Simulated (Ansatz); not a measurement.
The reference is SiC in the wurtzite structure (space group P6_3mc, No. 186; a = 3.076 Å, c = 5.048 Å). Axes: x lies along a and z along c of the hexagonal cell.

The values are results of PBEsol/PAW in Ansatz (a first-principles code), scalar-relativistic without spin-orbit coupling, not measurements.

For the base:

| Quantity | Value |
|---|---|
| Band gap | 2.12 eV |
| Pressure | 0.01 GPa |
| Electron mass | 0.26 mₑ along c, 0.43 mₑ across (at K) |
| Volume per atom | 10.34 Å³ |

Modification: compressive biaxial strain of 2.58 % in the plane normal to [001], as in epitaxy on a mismatched substrate; the out-of-plane cell vector and the atoms relax.

**Question.** Estimate the effect on the band gap, pressure, electron mass and volume per atom.

**Answer.** The band gap drops by 0.366 eV to 1.76 eV; the pressure (mean of the normal stresses, compression positive) grows by 11.47 GPa (0.01 GPa → 11.48 GPa); the electron mass changes from 0.26 mₑ along c, 0.43 mₑ across (at K) to 0.26 mₑ out of plane, 0.41 mₑ in plane (at K); the volume per atom drops by 0.47 Å³ to 9.87 Å³.

Effective masses come from finite differences of ±0.01 Å⁻¹. Whether these cells are dynamically stable was not tested.
